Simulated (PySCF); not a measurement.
PySCF 2.14.0, TPSSH/def2-svp, df: F[C](F)C#CC(F)(F)F, charge +1, multiplicity 1, 9 atoms. The geometry is a generated start, not checked to be a minimum at this level.

```yaml
task: energy
method: tpssh
basis: def2-svp
two_electron_scheme: density fitting
mol.max_memory: 3000 MB
mf.max_cycle: 100
mf.init_guess: minao (default)
mf.DIIS: CDIIS (default)
mf.diis_space: 8 (default)
mf.conv_tol: 1e-09 (default)
mf.grids.level: 3 (default)
basis_functions: 126
grid_points: 127784
```

```xyz
9

F      3.0514    -0.0949     0.7167
C      2.2386    -0.1829    -0.2419
F      2.7681    -0.3939    -1.3658
C      0.8686    -0.0611    -0.0781
C     -0.3351     0.0486     0.0613
C     -1.8244     0.1551     0.2035
F     -2.1467     0.4775     1.4392
F     -2.2725     1.0739    -0.6328
F     -2.3479    -1.0223    -0.1022
```

Charge 1 and multiplicity 1 are set for this test and not shown to be the ground state.

One run each on 2 threads, 1 BLAS thread. Values of level_shift (Hartree) tried: 0 (default), 0.1, 0.3, 1.

Task: How does the count of Fock builds change with level_shift (Hartree), and where is it least?

Result: Fewest Fock builds, within one of each other: 0 (default) with 14, 0.1 with 14. The count rises to 48 at 1. All converge to one solution.

| level_shift (Hartree) | Fock builds | end |
|---|---|---|
| 0 (default) | 14 | same solution |
| 0.1 | 14 | same solution |
| 0.3 | 17 | same solution |
| 1 | 48 | same solution |
